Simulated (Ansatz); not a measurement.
## KCl: band gap against strain

KCl (rock salt, Fm-3m, 30.411 Å³/atom at rest, cube axes along x, y and z) under a strain ε along a cube axis (axis z), the other axes held. PBEsol in Ansatz, a plane-wave DFT program (PAW, default set), 420 eV, 9×9×9 Γ-centred mesh, Fermi-Dirac smearing 0.05 eV; ions are relaxed within the symmetry of each cell. Gaps are the smallest over the k-mesh and a band path, without spin-orbit coupling; in all rows the valence edge lies at Γ and the conduction edge at Γ.

Here s stands for strain and Eg for gap.

| strain (%) | gap (eV) |
|---|---|
| -3.00 | ? |
| -1.50 | 5.143 |
| -1.00 | 5.130 |
| -0.50 | 5.117 |
| 0.00 | 5.103 |

Q: Fit Eg against s with a straight line, and predict the withheld value at s = -3.00.

A: Means: s -0.75000, Eg 5.1233. About the means, the sum of products is -0.033250 and the sum of squares of s is 1.2500; the slope is their ratio. Least squares gives Eg = 5.1033 - 0.02660·s. Residuals (row less fit): -0.0002, 0.0001, 0.0004, -0.0003; standard error 0.0004 (degrees of freedom: 2). Over these rows the gap moves by -2.7 ± 0.03 eV per unit strain. At the withheld row, Eg = 5.1033 - 0.02660 × (-3.0) = 5.1831 eV. The calculation gives 5.179 eV, 0.0041 eV below the prediction (5.4 % of the range of Eg in the table). The row lies outside the fitted rows, so this is an extrapolation. The fitted rows scatter only by rounding.

One order more, fitted to all 7 runs of the series, follows each within 0.001, so the miss is the next term of a smooth law. Rows are the converged runs of the series near zero and its far end; series whose fitted rows scatter by over a few per cent of the range, as at a crossing or softening among them, aren't shown in this form. Most that stay on the fit to the last digits aren't either.
